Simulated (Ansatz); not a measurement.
## Amorphous Si20Al32O88

It comes from a melt-quench run on a machine-learned potential (CHGNet), relaxed afterwards by DFT. O atoms were pushed apart under 1.9 Å during the dynamics, to hinder bonds among them. The hot cell started wider than the set density and was brought back towards it in steps. It is the lowest in DFT energy of 4 quenches. It is a model cell: composition and starting density were chosen by hand, and all elements were melted together. No dispersion term was used.

Methods: PBE, scalar-relativistic without spin-orbit coupling (Ansatz, a quantum-chemistry and plane-wave program); r2SCAN, scalar-relativistic without spin-orbit coupling (Ansatz); HSE06, scalar-relativistic without spin-orbit coupling (Ansatz). Geometry, pressure, stress and energy are those of the PBE run. Its sampling: a 2×2×2 Γ-centred mesh; Fermi-Dirac width 0.02 eV; no spin polarisation. Other functionals are single points at the zone centre (r2SCAN at 500 eV; exact exchange cut at the cell's faces), free to take moments where seeds were set. At PBE the levels at the filled edge of the gap are localised (band-tail or defect states), and the nearest spread-out levels lie 4.6 eV apart at the zone centre.

| Item | Result |
|---|---|
| Number of atoms in the cell | 140 |
| Density (held, not predicted) | 2.86 g/cm³ |
| Volume per atom | 11.76 Å^3 |
| Pressure on a 2×2×2 Γ-centred mesh | 4.12 GPa |
| Largest force and stress component on that mesh (the relaxation ran on the zone centre alone) | 0.03 eV/Å and 4.1 GPa |
| Energy relative to corundum + alpha cristobalite (lowest mix at this level among the phases computed, not always the ambient ones) | 0.154 eV/atom |
| Level gap on a 2×2×2 Γ-centred mesh (PBE) | 3.80 eV |
| Level gap at the zone centre (PBE) | 3.81 eV |
| Level gap at the zone centre (r2SCAN) | 4.43 eV |
| Level gap at the zone centre (HSE06) | 5.56 eV |

Cut-offs for bonds: Si-Si 2.60 Å, Si-Al 2.55 Å, Si-O 2.22 Å, Al-Al 2.66 Å, Al-O 2.26 Å, O-O 1.58 Å. Two cations that share two anions don't count as bonded, nor two that share one unless they lie closer than Si-Si 2.38 Å, Si-Al 2.48 Å, Al-Al 2.59 Å.

```yaml
Mean coordination of Si by anions: 4.10 (19 with 4, 1 with 6)
Mean coordination of Al by anions: 4.50 (17 with 4, 14 with 5, 1 with 6)
Mean coordination of O: 2.57 (40 with 2, 46 with 3, 2 with 4)
Mean Al-O bond: 1.831 Å (spread 0.098 Å, 144 counted)
Mean Si-O bond: 1.651 Å (spread 0.076 Å, 82 counted)
```

Its density started from a set value of 2.86 g/cm³. Cooling (nominally 280 K/ps over its main leg) ran many orders faster than in experiment, which tends to leave more defects and strain. Values belong to this one cell and scatter from quench to quench. The volume was held where the preparation left it and the shape relaxed, at a PBE pressure of 4.1 GPa. Stress components on the final sampling reach 4.1 GPa.
